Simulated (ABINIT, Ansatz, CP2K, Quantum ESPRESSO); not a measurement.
## Code comparison for H4BrN (P-43m, 6 atoms in the cell)

Relaxation of cell and atoms.

```yaml
crystal:
  lattice:
    - [4.00010, 0.00000, 0.00000]
    - [0.00000, 4.00010, 0.00000]
    - [0.00000, 0.00000, 4.00010]
  atoms:
    - { symbol: H, position: [0.14921, 0.14921, 0.85079] }
    - { symbol: H, position: [0.14921, 0.85079, 0.14921] }
    - { symbol: H, position: [0.85079, 0.85079, 0.85079] }
    - { symbol: H, position: [0.85079, 0.14921, 0.14921] }
    - { symbol: Br, position: [0.50000, 0.50000, 0.50000] }
    - { symbol: N, position: [0.00000, 0.00000, 0.00000] }
```

Shared settings, as Ansatz (a first-principles code) writes them: kpoints.mp_grid.grid = 4 4 4; scf.occupations.method = fixed. Potentials and cutoffs stand in the table.

```
code                                                                                       model  final volume (Å³/atom)  gap on the mesh (eV)       cutoff
----------------  ------------------------------------------------------------------------------  ----------------------  --------------------  -----------
Ansatz                                                   PBEsol, default PAW files made with PBE                   10.42                 4.171       420 eV
CP2K                  PBEsol, GPW, DZVP-MOLOPT-SR-GTH basis, GTH-PBE potentials (GTH_POTENTIALS)                   10.42                 5.318  grid 450 Ry
Quantum ESPRESSO                            PBEsol, GBRV 1.5 ultrasoft (PBESOL) pseudopotentials                   10.38                 4.183        40 Ry
ABINIT            PBEsol, norm-conserving pseudopotentials (PseudoDojo nc-sr-04 PBEsol standard)                   10.41                 4.184        84 Ry
```

Gaps are read on the mesh.

The spread over the programs that give each value: final volume within 0.04 Å³/atom; gap on the mesh within 1.147 eV.

CP2K uses small atom-centred bases, whose incompleteness enters pressures, forces and empty levels differently from a plane-wave cutoff. The programs treat the finite-basis stress differently while the cell relaxes: Ansatz adds an estimate of it, ABINIT smooths its cutoff (ecutsm).

The starting cell comes from a database of computed structures (which also holds hypothetical and non-ambient phases and stackings), without a prior relaxation at this level.

Left out of this page: GPAW (not drawn, or without a comparable value); SIESTA (failed or unconverged).

Keys are those of Ansatz 0.2.
